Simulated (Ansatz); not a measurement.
AlFe in the CsCl type structure (space group Pm-3m, No. 221; ferromagnetic)

```xyz
2
Lattice="2.8747 0.0000 0.0000 0.0000 2.8747 0.0000 0.0000 0.0000 2.8747" Properties=species:S:1:pos:R:3 pbc="T T T"
Al     0.0000     0.0000     0.0000
Fe     1.4374     1.4374     1.4374
```

All numbers come from Ansatz (a quantum-chemistry and plane-wave program), PBE, PAW, cutoff 420 eV, no spin-orbit coupling. Γ-centred 16×16×16 mesh, Fermi–Dirac width 0.05 eV.

| Quantity | Value |
|---|---|
| Volume per atom | 11.88 Å³ |
| Density | 5.79 g/cm³ |
| Band gap | zero |
| Magnetic state | ferromagnetic |
| Total energy | -2509.311 eV/atom (σ→0; compares only within this code and set-up) |

The magnetic state is the one reached from the starting moments; the real material's order can differ, and small cells can't hold many antiferromagnetic ones. No phonon test of stability was made.
